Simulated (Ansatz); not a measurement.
# Zr3N4 (space group Fd-3m, No. 227; a cell from a computed database, its experimental status unchecked)

Zr3N4 is modelled in the cubic space group Fd-3m, origin choice 1 (No. 227), Pearson symbol cF56. Cell: a = b = c = 9.083 Å, α = β = γ = 90.00°. Zr1 on 16d is surrounded by 6 N at 2.201 Å (octahedral). Zr2 on 8a sees 4 N at 2.091 Å (tetrahedral). N on 32e sees 1 Zr at 2.091 Å and 3 Zr at 2.201 Å. (Neighbours: up to the widest gap in distance over summed covalent radii, below 1.35, at either atom; cation-cation and far metal-metal contacts left out.)
(The calculation used a cell of 14 atoms; values per cell refer to that cell.)

The values are results of plane-wave PAW DFT at the PBEsol level (Ansatz, a first-principles code, 420 eV), without spin-orbit coupling, not measurements. Γ-centred 5×5×5 mesh, Fermi–Dirac width 0.05 eV.

```json
{
 "volume_per_atom": "13.38 Å³",
 "density": "5.84 g/cm³",
 "band_gap": "0.50 eV, indirect, X → Γ",
 "Electron mass (degenerate bands, along [100])": "0.14, 0.65 mₑ",
 "Hole mass (degenerate bands, along [100])": "0.50 mₑ",
 "Lowest conduction-band minima above the VBM": "Γ 0.50 eV; L along ⟨111⟩ 1.87 eV",
 "total_energy": "-1987.302 eV/atom (σ→0; compares only within this code and set-up)"
}
```

Masses are band curvatures over ±0.01 Å⁻¹ around the edge. Gaps are Kohn–Sham eigenvalue differences; semilocal functionals usually give less than the measured gap. No phonon test of stability was made.
